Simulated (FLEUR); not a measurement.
# A series of runs on InSb3 (Fm-3m, 4 atoms in the cell)

```xyz
4
Lattice="0.0000 3.7946 3.7946 3.7946 0.0000 3.7946 3.7946 3.7946 0.0000" Properties=species:S:1:pos:R:3 pbc="T T T"
In     0.0000     0.0000     0.0000
Sb     1.8973     1.8973     1.8973
Sb     5.6918     5.6918     5.6918
Sb     3.7946     3.7946     3.7946
```

Base run A: PBEsol, all-electron FLAPW (FLEUR), scalar-relativistic valence, self-consistent single point.

Its settings: Kmax = 3.8 1/bohr; GmaxXC = 15.2 1/bohr; xcFunctional = PBEs; jspins = 1; l_soc = F; mode = hist; fermiSmearingEnergy = 0.00367493 Htr; mesh (inpgen div1-3) = 4 4 4; inpgen gamma flag = false; Gmax = 15.2 1/bohr; numbands = 0; maxIterBroyd = 99; imix = Anderson; alpha = 0.05; precondParam = 0; minDistance = 1e-05 me/bohr^3; ctail = T; kcrel = 0; coretail_lmax = 0; theta = 0.

The starting cell comes from a database of computed structures (which also holds hypothetical and non-ambient phases and stackings), without a prior relaxation at this level. Values depend on the basis (sphere radii, cutoffs, local orbitals), which need not be converged. No gap is read from this output.

ΔF is the free energy per atom less that of run A. A dash stands where there is no value to compare (another energy zero or no entropy term, no result, no spin, no clean gap, or a mesh too coarse for one). 

Run A gave: iterations 15; ending converged.

Runs:
- B: imix: Anderson → Pulay
- C: imix: Anderson → pPulay
- D: imix: Anderson → rPulay
- E: imix: Anderson → aPulay
- F: itmax: 80 → 150; imix: Anderson → straight; alpha: 0.05 → 0.2

Which runs reach the base run's state, and which is quickest in iterations?

Runs B, D, E, F gave the same state as A (within 1 meV/atom). Runs C gave no result. The fewest iterations to that state were 15 (A, B, D); the most were 56.

```
run  ΔF (meV/atom)  iterations         ending
---  -------------  ----------  -------------
A             0.00          15      converged
B             0.00          15      converged
C                –          80  not converged
D             0.00          15      converged
E             0.00          20      converged
F             0.00          56      converged
```
